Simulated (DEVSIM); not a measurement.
Structure: Co/SiO2/p-Si capacitor, at 300 K.

```tsv
layer (left to right)	material	thickness (nm)	Na (cm⁻³)
1	SiO2	10.0	-
2	Si	3900	2.2e16
```

Metal gate on the left, work function 5 eV. Fixed charge at the semiconductor interface -2.1e10 cm⁻² (in units of +e); no interface traps.

This is a model device: material constants are rounded textbook-type values typed into the input, and sizes, dopings and lifetimes were drawn at random. Values at 300 K.

| parameter | SiO2 | Si |
|---|---|---|
| gap (eV) | 9 | 1.124 |
| affinity (eV) | 0.9 | 4.05 |
| permittivity | 3.9 | 11.7 |
| Nc (cm⁻³) | - | 2.86e19 |
| Nv (cm⁻³) | - | 3.1e19 |

DEVSIM, 1D Poisson equation in equilibrium, Boltzmann statistics, complete ionisation; no quantum confinement or tunnelling. Metal contacts follow the ideal Schottky-Mott rule: no Fermi-level pinning, no interface dipoles.

The substrate doping was swept, all else fixed.

| substrate doping (cm^-3) | threshold voltage (band bending 2φF) (V) | minimum of the low-frequency capacitance (μF/cm²) | flat-band voltage (V) |
|---|---|---|---|
| 1.1e15 | 0.74 | 0.0139 | 0.10 |
| 2.2e15 | 0.78 | 0.0186 | 0.08 |
| 4.4e15 | 0.82 | 0.0247 | 0.06 |
| 1.1e16 | [?] | [?] | 0.04 |
| 2.2e16 | 0.99 | 0.0482 | 0.02 |
| 4.4e16 | 1.10 | 0.0626 | 0.01 |

Problem. Fill in the missing entries.

Solution. 
- 1.1e16, threshold voltage (band bending 2φF) (V): 0.90
- 1.1e16, minimum of the low-frequency capacitance (μF/cm²): 0.0360
